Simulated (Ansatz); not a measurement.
The reference is TiS2 in the CdI2 type structure (space group P-3m1, No. 164; a = 3.360 Å, c = 5.523 Å; layered, stacked along the Cartesian z axis).

Levels (all Ansatz, a program for electronic structure, PAW, earlier PAW set): PBE-D3(BJ) (420 eV, scalar-relativistic without spin-orbit coupling); PBEsol-D3(BJ) (420 eV, without spin-orbit coupling).

Levels that relaxed their own cell: PBE-D3(BJ) and PBEsol-D3(BJ).

| level | lattice parameter a | lattice parameter c |
|---|---|---|
| PBE-D3(BJ) | 3.360 Å | 5.523 Å |
| PBEsol-D3(BJ) | 3.298 Å | 5.340 Å |

Measured: lattice parameter a 3.4073 Å (temperature not stated; as listed in R.R. Chianelli, J.C. Scanlon, A.H. Thompson, Materials Research Bulletin (1975)); lattice parameter c 5.6953 Å (temperature not stated; as listed in R.R. Chianelli, J.C. Scanlon, A.H. Thompson, Materials Research Bulletin (1975)).

Computed minus measured — lattice parameter a: PBE-D3(BJ) -1.4 %, PBEsol-D3(BJ) -3.2 % (closest: PBE-D3(BJ)); lattice parameter c: PBE-D3(BJ) -3.0 %, PBEsol-D3(BJ) -6.2 % (closest: PBE-D3(BJ)). Measured values not marked as corrected hold thermal and zero-point effects that the static-lattice runs lack. A miss this large can also come from another phase or magnetic state, or from a fault of the measured value.

Whether these cells are dynamically stable was not tested. The final runs are not spin-polarised.
